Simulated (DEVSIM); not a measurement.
System: abrupt Si p-n junction, at 300 K.

```
layer (left to right)  material  thickness (μm)  Nd (cm⁻³)  Na (cm⁻³)  τn (s)  τp (s)
---------------------  --------  --------------  ---------  ---------  ------  ------
1                            Si            17.0          -       4e18  9.7e-5  9.7e-5
2                            Si            3.70     9.2e17          -  9.7e-5  9.7e-5
```

Left contact: ohmic. Right contact: ohmic. Voltage is applied to the left contact. Recombination: SRH at mid-gap, Auger. Gap narrowing is on: ΔEg = 6.92 meV × (l + √(l² + 0.5)), l = ln(N/1.3e17 cm⁻³), shared equally by both band edges. Mobility is constant in doping.

Constants are typed, rounded textbook-type inputs, not results; the design itself was drawn at random and stands for no fabricated device. Values at 300 K.

```tsv
parameter	Si
gap (eV)	1.124
affinity (eV)	4.05
permittivity	11.7
Nc (cm⁻³)	2.86e19
Nv (cm⁻³)	3.1e19
μn (cm²/Vs)	1417
μp (cm²/Vs)	470
Cn (cm⁶/s)	2.8e-31
Cp (cm⁶/s)	9.9e-32
```

Simulated with DEVSIM: 1D drift-diffusion, Boltzmann statistics, complete ionisation; no tunnelling, impact ionisation, image-force lowering or self-heating.

The thickness of layer 2 was swept, all else fixed.

```
thickness of layer 2 (μm)  dark forward voltage at 1 A/cm² (V)  dark forward voltage at 100 A/cm² (V)
-------------------------  -----------------------------------  -------------------------------------
0.74                                                     0.653                                  0.773
1.3                                                      0.667                                  0.787
2.2                                                      0.679                                  0.798
3.7                                                      0.689                                  0.809
6.3                                                      0.699                                  0.819
11                                                       0.707                                  0.827
18                                                       0.712                                  0.832
```

From the first row to the last the dark forward voltage at 1 A/cm² goes from 0.653 to 0.712. From the first row to the last the dark forward voltage at 100 A/cm² goes from 0.773 to 0.832.
